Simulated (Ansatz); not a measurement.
# CdSe (model structure, started from the BN type, Pm-3n, No. 223, 12 atoms in the cell)

All values below come from LDA (plane waves, PAW; Ansatz, a first-principles code).

Numerical settings: plane-wave cutoff 520 eV, 6×6×6 k mesh, Fermi–Dirac smearing 0.01 eV, scalar-relativistic PAW data made under PBE.

Cell (relaxed at this level):

```
CELL_PARAMETERS angstrom
      7.39547     0.00000     0.00000
      0.00000     7.39547     0.00000
      0.00000     0.00000     7.39547
ATOMIC_POSITIONS crystal
  Cd 0.25000 0.00000 0.50000
  Cd 0.50000 0.25000 0.00000
  Cd 0.50000 0.75000 0.00000
  Cd 0.75000 0.00000 0.50000
  Cd 0.00000 0.50000 0.75000
  Cd 0.00000 0.50000 0.25000
  Se 0.25000 0.50000 0.00000
  Se 0.00000 0.25000 0.50000
  Se 0.00000 0.75000 0.50000
  Se 0.75000 0.50000 0.00000
  Se 0.50000 0.00000 0.75000
  Se 0.50000 0.00000 0.25000
```

For CdSe (model structure, started from the BN type, Pm-3n, No. 223, 12 atoms in the cell), the band gap is 0.60 eV.

Note: the relaxation could raise the start's symmetry but not lower it, so the cell can be a saddle point.

Spin–orbit coupling is not included.

A model structure was made by putting elements into a prototype or built by hand; it is no filed structure, need not be a known phase, and can be a saddle point held by its symmetry.
